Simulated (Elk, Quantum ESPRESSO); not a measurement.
A Quantum ESPRESSO input for a self-consistent single point of GaPt (P2_13, 8 atoms in the cell) (DFT, PBEsol, plane waves, PseudoDojo standard norm-conserving (PBESOL) pseudopotentials):

```fortran
&CONTROL
    calculation = 'scf',
    prefix = 'pwscf',
    outdir = './out',
    pseudo_dir = './',
    tprnfor = .true.,
    tstress = .true.,
/
&SYSTEM
    ibrav = 1,
    A = 4.8012440000,
    nat = 8,
    ntyp = 2,
    ecutwfc = 85,
    occupations = 'smearing',
    smearing = 'gaussian',
    degauss = 0.0147,
/
&ELECTRONS
    conv_thr = 1.0e-11,
    mixing_beta = 0.3,
/
ATOMIC_SPECIES
Ga    69.7230  Ga.upf
Pt   195.0840  Pt.upf
ATOMIC_POSITIONS {bohr}
Ga    0.8436109075    0.8436109075    0.8436109075
Ga    3.6929072013    8.2294253100    5.3801290162
Ga    5.3801290162    3.6929072013    8.2294253100
Ga    8.2294253100    5.3801290162    3.6929072013
Pt    3.6240428564    3.6240428564    3.6240428564
Pt    0.9124752524    5.4489933612    8.1605609651
Pt    8.1605609651    0.9124752524    5.4489933612
Pt    5.4489933612    8.1605609651    0.9124752524
K_POINTS {automatic}
5 5 5  0 0 0
```

**Question.** Translate this input to Elk.

**Answer.** This is the input that was run; spellings and numerical settings could be chosen otherwise.

```
tasks
  0

xctype
  22

rmtscf
  0.88

stype
  0

swidth
  0.00734986

maxscl
  100

avec
    9.0730362175    0.0000000000    0.0000000000
    0.0000000000    9.0730362175    0.0000000000
    0.0000000000    0.0000000000    9.0730362175

atoms
  2
  'Ga.in'
  4
  0.0929800000  0.0929800000  0.0929800000    0.0 0.0 0.0
  0.4070200000  0.9070200000  0.5929800000    0.0 0.0 0.0
  0.5929800000  0.4070200000  0.9070200000    0.0 0.0 0.0
  0.9070200000  0.5929800000  0.4070200000    0.0 0.0 0.0
  'Pt.in'
  4
  0.3994300000  0.3994300000  0.3994300000    0.0 0.0 0.0
  0.1005700000  0.6005700000  0.8994300000    0.0 0.0 0.0
  0.8994300000  0.1005700000  0.6005700000    0.0 0.0 0.0
  0.6005700000  0.8994300000  0.1005700000    0.0 0.0 0.0

ngridk
  5 5 5
```

Basis settings and potentials, where a program has them, do not carry over. This input uses DFT, PBEsol, all-electron FP-LAPW, Elk's shipped species files, default APW+lo basis.

The starting cell comes from a database of computed structures (which also holds hypothetical and non-ambient phases and stackings), without a prior relaxation at this level. Its lattice was rescaled by a random factor within 2.5 % of one. For this run, on top of that: lattice scaled by 0.98.
